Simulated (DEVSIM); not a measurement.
System: Schottky contact on n-type GaP, at 300 K.

Layer 1 from the left is GaP, thickness (μm) 1.00, Nd (cm⁻³) 6.9e16, τn (s) 2.5e-6, τp (s) 2.5e-6.

Left contact: Schottky, work function 5.54 eV, emission velocity 1.2e7 cm/s. Right contact: ohmic. Voltage is applied to the left contact. Recombination: SRH at mid-gap. Mobility is constant in doping.

Constants are typed, rounded textbook-type inputs, not results; the design itself was drawn at random and stands for no fabricated device. Values at 300 K.

GaP: gap (eV) 2.26, affinity (eV) 3.8, permittivity 11.1, Nc (cm⁻³) 1.8e19, Nv (cm⁻³) 1.9e19, μn (cm²/Vs) 250, μp (cm²/Vs) 150.

**Question.** Estimate by hand the built-in potential, the peak field at zero bias, the capacitance at -6 V, and compare with a numerical solution.

**Answer.** 
- Built-in potential: barrier φB = 1.740 eV; Vbi = φB − kT/q ln(N_band/N) = 1.596 V; numerical 1.596 V.
- Peak field at zero bias: depletion approximation: W = √(2εVbi/(qN)) = 0.168 μm with N = 6.90e16 cm⁻³; field = 2Vbi/W = 189000 V/cm; numerical 187000 V/cm (estimate above by 1.1 %).
- Capacitance at -6 V: C = √(qεN / 2(Vbi + |V|)) = 26.7 nF/cm²; numerical 26.8 nF/cm².

Model (solved in DEVSIM): 1D drift-diffusion, Boltzmann statistics, complete ionisation; no tunnelling, impact ionisation, image-force lowering or self-heating. Metal contacts follow the ideal Schottky-Mott rule: no Fermi-level pinning, no interface dipoles.
